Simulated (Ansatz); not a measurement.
An Ansatz (a program for electronic structure) run: Ge with a change (tensor shear ε_xy = +2.00 %); Ansatz, PBEsol, PAW, cutoff 420 eV, no spin-orbit coupling.

Input:

Ansatz 0.2 input:
```yaml
crystal:
  lattice:
    - [0.0567615294, 2.8380764702, 2.8380764702]
    - [2.8380764702, 0.0567615294, 2.8380764702]
    - [2.8948379996, 2.8948379996, 0]
  atoms:
    - { symbol: Ge, position: [0, 0, 0] }
    - { symbol: Ge, position: [0.25, 0.25, 0.25] }
basis: { ecutwfc: 420, ecutrho_ratio: 4, xc_grid: 2, fft_grid_basis: typed }
kpoints: { mp_grid: { grid: [14, 14, 14] } }
hamiltonian:
  xc: pbesol
  dispersion: none
  pseudopotentials: { kind: paw }
scf: { occupations: { method: fermi_dirac, width: 0.05 }, convergence: { dr2_threshold: 0.0000000002 } }
relax: { f_tol: 0.005, max_steps: 50 }
output: { forces: true, stress: true }
checkpoint: { write: state.ck, write_every: 1000 }
```

Output (explanatory and most iteration lines left out):

```
Relaxation: its limit of steps is 50 (relax.max_steps)
Pseudopotential: Ge, paw, valence charge 14
Crystal: 2 atoms, lattice volume = 45.701 Å³
Basis set: ecut = 420 eV, 889 PW (Γ), exchange–correlation on 54×54×60 points (8 copies of the dense FFT grid, shifted against one another)
Bands: 18, of which v1, the nominal top of the filled ones, is band 14 counted from 1 (13 counted from 0)
Symmetry: 8 space group operations
Space group: Imma (ITA 74), of the structure as read, at distance tolerance 3.6e-5 Å
k-points: 428 of 2744
Functional: x = pbesol(κ = 0.804, μ = 0.12345679012345678), c = pbesol(β = 0.046)
SCF iter   1: F=—  HF=-8506.977007 eV  |F-HF|=—  |Δ(HF+E_count)|=         —  Δρ=2.58e-3  dr2=3.66e-3  ethr=1.77e-3  ⟨swp⟩=6.0  Hψ=36908  notcnv=0
SCF iter   2: F=—  HF=-8506.975662 eV  |F-HF|=—  |Δ(HF+E_count)|=   1.34e-3  Δρ=1.83e-3  dr2=2.00e-3  ethr=1.31e-5  ⟨swp⟩=1.3  Hψ=11319  notcnv=0
SCF 1 converged in 9 iterations: F = -8506.975625 eV  dr2 = 8.14e-11
relax step   1: F+E_penalty+E_count = -8506.97562527 eV  Δ(F+E_penalty+E_count) = +0.000e0 eV  max|allowed force component| = 3.384e-1 eV/Å  Δτ_max = 0.0000 Å  (9 SCF iters, accepted)
Crystal: 2 atoms, lattice volume = 45.701 Å³
SCF iter   1: F=—  HF=-8506.981010 eV  |F-HF|=—  |Δ(HF+E_count)|=         —  Δρ=1.20e-3  dr2=2.19e-4  ethr=7.76e-7  ⟨swp⟩=2.0  Hψ=29204  notcnv=0
SCF iter   2: F=—  HF=-8506.981007 eV  |F-HF|=—  |Δ(HF+E_count)|=   3.12e-6  Δρ=6.78e-4  dr2=8.73e-5  ethr=7.76e-7  ⟨swp⟩=1.0  Hψ=7704  notcnv=0
SCF 2 converged in 8 iterations: F = -8506.981004 eV  dr2 = 7.90e-11
relax step   2: F+E_penalty+E_count = -8506.98100394 eV  Δ(F+E_penalty+E_count) = -5.379e-3 eV  max|allowed force component| = 2.555e-2 eV/Å  Δτ_max = 0.0147 Å  (8 SCF iters, accepted)
Crystal: 2 atoms, lattice volume = 45.701 Å³
SCF iter   1: F=—  HF=-8506.981033 eV  |F-HF|=—  |Δ(HF+E_count)|=         —  Δρ=9.74e-5  dr2=1.44e-6  ethr=5.25e-8  ⟨swp⟩=2.9  Hψ=23108  notcnv=0
SCF iter   2: F=—  HF=-8506.981034 eV  |F-HF|=—  |Δ(HF+E_count)|=   1.12e-6  Δρ=5.50e-5  dr2=5.77e-7  ethr=5.15e-9  ⟨swp⟩=1.0  Hψ=11128  notcnv=0
SCF 3 converged in 6 iterations: F = -8506.981034 eV  dr2 = 6.89e-11
relax step   3: F+E_penalty+E_count = -8506.98103440 eV  Δ(F+E_penalty+E_count) = -3.046e-5 eV  max|allowed force component| = 3.450e-4 eV/Å  Δτ_max = 0.0012 Å  (6 SCF iters, accepted)
SCF converged after 6 iterations
Free energy (F): -8506.981034 eV
Internal energy: -8506.980488 eV  (E = F + TS)
E sigma→0 (E₀):  -8506.980761 eV
Entropy (-TS):   -0.000547 eV (-0.273 meV/atom)
Fermi energy:    8.328087 eV
--- Forces (eV/Å), atoms counted from 1 ---
  atom   1  Ge     0.00000000     0.00000000    -0.00034495
  atom   2  Ge     0.00000000    -0.00000000     0.00034495
--- Stress (GPa, compression-positive) ---
        0.099876      -2.271263       0.000000
       -2.271263       0.099876       0.000000
        0.000000       0.000000       0.026847
  P = ⅓ Tr σ = 0.0755 GPa (0.755 kbar)
--- Relaxed structure (3 steps of the walk, 3 accepted, 0 SCFs on fresh bases) ---
  atoms:
    - { symbol: Ge, position: [0.0028106950707687617, 0.0028106950707687617, -0.0028106950707687617] }
    - { symbol: Ge, position: [0.24718930492923127, 0.24718930492923127, 0.2528106950707687] }
```

The cells carry an imposed strain or load. No phonon test of stability was made. The cell was made from Ge in the diamond structure (space group Fd-3m, No. 227) by this change: tensor shear ε_xy = +2.00 %.
